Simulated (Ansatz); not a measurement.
SiTe (model structure, within 0.1 Å of P4/mmm, No. 123, 4 atoms in the cell) was calculated with PBEsol (PAW; Ansatz, a first-principles code).

Input file:

Ansatz 0.2 input:
```yaml
crystal:
  lattice:
    - [5.5925004519, 0.0, 0.0]
    - [0.0, 5.5925004519, 0.0]
    - [0.0, 0.0, 2.9407329313]
  atoms:
    - { symbol: Si, position: [0.0, 0.5, 0.000092356] }
    - { symbol: Si, position: [0.5, 0.0, 0.999907644] }
    - { symbol: Te, position: [0.5, 0.5, 0.0] }
    - { symbol: Te, position: [0.0, 0.0, 0.0] }
basis:
  ecutwfc: 520
  ecutrho_ratio: 4
  xc_grid: 2
kpoints:
  mp_grid: { grid: [12, 12, 10] }
hamiltonian:
  xc: pbesol
  dispersion: none
  pseudopotentials: { kind: paw }
scf:
  occupations: { method: fermi_dirac, width: 0.05 }
output:
  forces: true
  stress: true
  eigenvalues: true
relax:
  f_tol: 0.004
  escape_saddle: false
  max_steps: 80
  cell: { stress_tol: 0.02, fix: [volume] }
```

From the output:

```
Relaxation: its limit of steps is 80 (relax.max_steps)
Crystal: 4 atoms, lattice volume = 91.975 Å³
Basis set: ecut = 520 eV, 2511 PW (Γ), exchange–correlation on 90×90×48 points (8 copies of the dense FFT grid, shifted against one another)
Bands: 24, of which v1, the nominal top of the filled ones, is band 20 counted from 1 (19 counted from 0)
Symmetry: 16 space group operations
Space group: P4/nmm (ITA 129), of the structure as read, at distance tolerance 4.5e-5 Å
k-points: 168 of 1440
Functional: x = pbesol(κ = 0.804, μ = 0.12345679012345678), c = pbesol(β = 0.046)
SCF iter   1: F=—  HF=-15044.807555 eV  |F-HF|=—  |Δ(HF+E_count)|=         —  Δρ=3.50e-3  dr2=2.21e-2
SCF iter   2: F=—  HF=-15044.801572 eV  |F-HF|=—  |Δ(HF+E_count)|=   5.98e-3  Δρ=2.25e-3  dr2=8.83e-3
  ...
SCF 1 converged in 8 iterations: F = -15044.798446 eV  dr2 = 7.24e-10
Crystal: 4 atoms, lattice volume = 91.975 Å³
Initial density: handed on by an earlier stage of this run
SCF iter   4: F=—  HF=-15044.798446 eV  |F-HF|=—  |Δ(HF+E_count)|=  3.64e-12  Δρ=7.19e-8  dr2=8.01e-12
SCF iter   5: F=-15044.798446 eV  HF=-15044.798446 eV  |F-HF|=9.09e-12  |Δ(HF+E_count)|=  3.64e-12  Δρ=3.03e-8  dr2=6.32e-13
SCF 2 converged in 5 iterations: F = -15044.798446 eV  dr2 = 6.32e-13
SCF converged after 5 iterations
Free energy (F): -15044.798446 eV
Internal energy: -15044.781314 eV  (E = F + TS)
E sigma→0 (E₀):  -15044.789880 eV
Fermi energy:    10.262580 eV
--- Forces (eV/Å), atoms counted from 1 ---
  atom   1  Si     0.00000000     0.00000000    -0.00011462
  atom   2  Si     0.00000000     0.00000000     0.00011462
  atom   3  Te     0.00000000     0.00000000     0.00000000
  atom   4  Te     0.00000000     0.00000000    -0.00000000
--- Stress (GPa, compression-positive) ---
        1.294284       0.000000       0.000000
        0.000000       1.294284       0.000000
        0.000000       0.000000       1.318825
  P = ⅓ Tr σ = 1.3025 GPa (13.025 kbar)
```

The cell is one volume of an energy–volume scan, off the minimum.

The PAW data were made under PBE.

Computing time: about 30 core-seconds (a rough figure).

A model structure was made by putting elements into a prototype or built by hand; it is no filed structure, need not be a known phase, and can be a saddle point held by its symmetry.
